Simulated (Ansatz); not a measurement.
Consider NbN in the rock salt structure (space group Fm-3m, No. 225; a = 4.421 Å).

(Cell as relaxed with PBE.)

Levels (all Ansatz, an electronic-structure program, PAW, earlier PAW set): PBE (420 eV, scalar-relativistic without spin-orbit coupling); PBEsol (420 eV, spin-orbit coupling left out).

Each level relaxes its own structure.

| base | PBE | PBEsol |
|---|---|---|
| volume per atom | 10.80 Å³ | 10.50 Å³ |
| lattice parameter a | 442.1 pm | 438.0 pm |
| band gap | zero | zero |

Perturbation: every Nb is replaced by V, then cell and atoms are relaxed.

| quantity | PBE | PBEsol |
|---|---|---|
| band gap | zero | ___ |
| lattice parameter a | 411.7 pm | ___ |

Q: What does PBEsol give?

A: 
- band gap, PBEsol: zero
- lattice parameter a, PBEsol: 407.4 pm

PBE's lattice parameter a lies 4.3 pm above PBEsol's (1.1 %); the two agree on the band gap. Neither level is exact; PBEsol is the comparison here, not a measurement.

No phonon test of stability was made. Starting moments died away, wholly or in part, for Nb → V; another magnetic solution may exist. The final runs are not spin-polarised.
